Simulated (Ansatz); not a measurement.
Start from BeCo in the CsCl type structure (space group Pm-3m, No. 221; ferromagnetic).

```
BeCo
1.0
    2.56587     0.00000     0.00000
    0.00000     2.56587     0.00000
    0.00000     0.00000     2.56587
Be Co
1 1
Direct
  0.00000   0.00000   0.00000
  0.50000   0.50000   0.50000
```

Cartesian axes are those of the cell as printed.

Method: PBEsol/PAW in Ansatz (an electronic-structure program), spin-orbit coupling left out.

Base values:

The largest site moment comes out as 0.37 μB.

Modification: a free-standing slab of 7 layers (14 atoms, 2 a layer) is cut normal to [110], with 15 Å of vacuum and the in-plane cell held at bulk.

### Question
Predict the new excess energy per area of both faces.

### Answer
The excess energy per area of both faces (slab less bulk energy over the cell's area: twice a surface energy) amounts to 6.2 J/m² (uncertain by up to 0.2 J/m²).

### Question
Estimate the effect on the largest site moment.

### Answer
The largest site moment increases by 0.48 μB to 0.85 μB.

Other magnetic orders, which the real material may have, were not ruled out. The excess energy carries the mismatch between the slab's and the bulk's meshes. Stability against distortions was not tested.
